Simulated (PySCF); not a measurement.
PySCF 2.14.0, BP86/def2-svp, df: Ag(Br)(PH3) ([PH3]->[Ag][Br]), 6 atoms. The geometry is a generated start, not checked to be a minimum at this level.

```yaml
task: energy
method: bp86
basis: def2-svp
two_electron_scheme: density fitting
mol.max_memory: 3000 MB
mf.max_cycle: 100
mf.init_guess: minao (default)
mf.DIIS: CDIIS (default)
mf.conv_tol: 1e-09 (default)
mf.grids.level: 3 (default)
effective_core_potentials: those of the basis set, past Kr
basis_functions: 96
grid_points: 91472
```

```xyz
6

Ag     0.7917     0.6131     1.2559
Br     1.9670     1.4895     3.1030
P     -0.4244    -0.3166    -0.6677
H     -0.2245    -1.6230    -1.0698
H     -0.3067     0.2253    -1.9318
H     -1.8032    -0.3882    -0.6895
```

Charge 0 and multiplicity 1 are set for this test and not shown to be the ground state.

One run each on 2 threads, 1 BLAS thread. Values of diis_space tried: 3, 5, 8 (default), 12, 20.

Q: Which value of diis_space needs the fewest Fock builds, and what happens away from it?

A: Fewest Fock builds, within one of each other: 5 with 16, 8 (default) with 16, 12 with 16, 20 with 16. The count rises to 24 at 3. All converge to one solution.

```csv
diis_space,Fock builds,end
3,24,same solution
5,16,same solution
8 (default),16,same solution
12,16,same solution
20,16,same solution
```
